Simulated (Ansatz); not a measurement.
A self-consistent single point of TaTi (Cmm2, 2 atoms in the cell) with Ansatz (an electronic-structure program).

Computed with LDA (PW92), default PAW files made with PBE (plane waves; Ansatz).

The change in words: lattice scaled by 0.98; kpoints.mp_grid.grid: 12 12 7 → 11 11 6. Reference geometry:
```xyz
2
Lattice="1.6247 -2.2860 0.0000 1.6247 2.2860 0.0000 0.0000 0.0000 4.6607" Properties=species:S:1:pos:R:3 pbc="T T T"
Ti     1.6247     0.0000     2.3804
Ta     0.0000     0.0000     0.0000
```

Reference input (self-consistent single point, DFT, LDA (PW92), plane waves, default PAW files made with PBE): basis.ecutwfc = 30.9 Ry; kpoints.mp_grid.grid = 12 12 7; hamiltonian.xc = lda; hamiltonian.pseudopotentials = {kind: paw} (the program's default PAW files); scf.occupations.method = fermi_dirac; scf.occupations.width = 0.0073 Ry. This run's input differs from it in these lines:

Ansatz 0.2 input:
```diff
@@ -3,5 +3,5 @@
   lattice:
-    - [1.624711, -2.286008, 0.000000]
-    - [1.624711, 2.286008, 0.000000]
-    - [0.000000, 0.000000, 4.660709]
+    - [1.592217, -2.240288, 0.000000]
+    - [1.592217, 2.240288, 0.000000]
+    - [0.000000, 0.000000, 4.567495]
   atoms:
@@ -12,3 +12,3 @@
 kpoints:
-  mp_grid: { grid: [12, 12, 7] }
+  mp_grid: { grid: [11, 11, 6] }
 hamiltonian:
```

Output, abridged:

```
SCF iter   1: F=—  HF=-12132.871831 eV  |F-HF|=—  |Δ(HF+E_count)|=         —  Δρ=1.05e-2  dr2=8.36e-2  ethr=1.77e-3  ⟨swp⟩=4.8  Hψ=10200  notcnv=0
all-band conjugate gradients solve this SCF's bands
preconditioner: auto → none
SCF iter   2: F=—  HF=-12132.870360 eV  |F-HF|=—  |Δ(HF+E_count)|=   1.47e-3  Δρ=8.87e-3  dr2=6.39e-2  ethr=3.34e-4  ⟨swp⟩=1.0  Hψ=3600  notcnv=0
   [... lines left out ...]
SCF iter   5: F=—  HF=-12132.864919 eV  |F-HF|=—  |Δ(HF+E_count)|=   2.91e-4  Δρ=3.97e-4  dr2=2.05e-4  ethr=4.63e-6  ⟨swp⟩=2.2  Hψ=3756  notcnv=0
SCF iter   6: F=—  HF=-12132.864871 eV  |F-HF|=—  |Δ(HF+E_count)|=   4.76e-5  Δρ=9.19e-5  dr2=1.03e-5  ethr=8.20e-7  ⟨swp⟩=2.0  Hψ=3097  notcnv=0
SCF iter   7: F=—  HF=-12132.864867 eV  |F-HF|=—  |Δ(HF+E_count)|=   3.94e-6  Δρ=1.24e-5  dr2=7.53e-8  ethr=4.00e-10  ⟨swp⟩=3.6  Hψ=10135  notcnv=0
SCF iter   8: F=-12132.864867 eV  HF=-12132.864867 eV  |F-HF|=6.15e-10  |Δ(HF+E_count)|=   1.13e-8  Δρ=2.14e-6  dr2=1.14e-9  ethr=3.01e-10  ⟨swp⟩=2.2  Hψ=7974  notcnv=0
SCF 1 converged in 8 iterations: F = -12132.864867 eV  dr2 = 1.14e-9
Free energy (F): -12132.864867 eV
Internal energy: -12132.761860 eV  (E = F + TS)
E sigma→0 (E₀):  -12132.813364 eV
Entropy (-TS):   -0.103007 eV (-51.504 meV/atom)
Fermi energy:    17.166598 eV
--- Forces (eV/Å), atoms counted from 1 ---
  atom   1  Ti     0.00000000     0.00000000    -0.19457544
  atom   2  Ta     0.00000000     0.00000000     0.19456687
--- Stress (GPa, compression-positive) ---
        2.778783       0.000000       0.000000
        0.000000       4.505793       0.000000
        0.000000       0.000000       1.319860
  P = ⅓ Tr σ = 2.8681 GPa (28.681 kbar)
  The stress holds the Pulay correction. Without it, at fixed plane waves, as pw.x and ABINIT print it: P = 2.8249 GPa
```

The run converged in 8 iterations. Against the reference run the free energy goes down by 14.9 meV/atom, the pressure goes from -6.94 to 2.87 GPa and the largest force goes from 0.131 to 0.195 eV/Å.

The starting cell comes from a database of computed structures (which also holds hypothetical and non-ambient phases and stackings), without a prior relaxation at this level. Its lattice was rescaled by up to half a per cent. One atom was moved a little off its site on purpose. For this run, on top of that: lattice scaled by 0.98. Spin polarisation is off. Ansatz's pressure includes its estimate of the finite-basis (Pulay) stress.
